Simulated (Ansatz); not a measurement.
The starting structures come from a database of crystals and need not be the phases stable at ambient conditions.

The decay constant κ of evanescent states in the gap governs leakage through a thin film.

```
MgTe
1.0
    7.43781     0.00000     0.00000
    0.00000     7.95046     0.00000
    0.00000     3.97523     2.29510
Mg Te
2 2
Direct
  0.00401   0.66667   0.00000
  0.50401   0.33333   0.00000
  0.62599   0.66667   0.00000
  0.12599   0.33333   0.00000
```

Space group of this cell: P6_3mc, wurtzite. The cell is taken as given; by PBEsol its mean pressure is -0.6 GPa.

Transport runs along the normal of the first two printed cell vectors, the (110) plane of the conventional cell.

The gap is the functional's own, uncorrected, and κ follows it; spin-orbit coupling is left out. Mid-gap values are interpolated between the computed energies.

**Question.** State the band gap and the smallest decay constant κ at mid-gap according to PBEsol in Ansatz (a first-principles code).

**Answer.** Gap 2.30 eV on a 4×14×14 mesh; κ = 0.158 1/Å, at the zone centre.
